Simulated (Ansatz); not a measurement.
CuI: pressure series

The parent structure is CuI in the zinc blende structure (space group F-43m, No. 216).

```
CuI
1.0
    0.00000     3.03946     3.03946
    3.03946     0.00000     3.03946
    3.03946     3.03946     0.00000
I Cu
1 1
Direct
  0.25000   0.25000   0.25000
  0.00000   0.00000   0.00000
```

Cell and atoms are relaxed at each pressure.

Method: Kohn–Sham DFT with the PBE functional, run in Ansatz (a program for electronic structure) with PAW and 420 eV plane waves, no spin-orbit coupling.

```tsv
variant	band gap	volume per atom
base	1.10 eV	28.08 Å³
pressure −2 GPa	0.96 eV	29.81 Å³
pressure −1 GPa	1.03 eV	28.86 Å³
pressure 1.8 GPa	1.21 eV	26.94 Å³
pressure 4.2 GPa	1.34 eV	25.76 Å³
pressure 9 GPa	1.56 eV	24.07 Å³
pressure 18 GPa	1.87 eV	21.99 Å³
pressure 30 GPa	(withheld)	(withheld)
pressure 45 GPa	1.70 eV	18.74 Å³
pressure 60 GPa	1.50 eV	17.66 Å³
```

Task: Fill in the withheld entries from the trend.

Result: 
- pressure 30 GPa, band gap: 1.93 eV
- pressure 30 GPa, volume per atom: 20.23 Å³

With I present, leaving out spin-orbit coupling can change the band edges. Load acts through the strain it causes; cell and atoms are relaxed under it. Stability against distortions was not tested. Tetrahedral semiconductors of this kind turn to denser phases somewhere between about 1 and 50 GPa; those were not computed, so compressed cells here can lie past the real transition. All final runs are without spin polarisation.
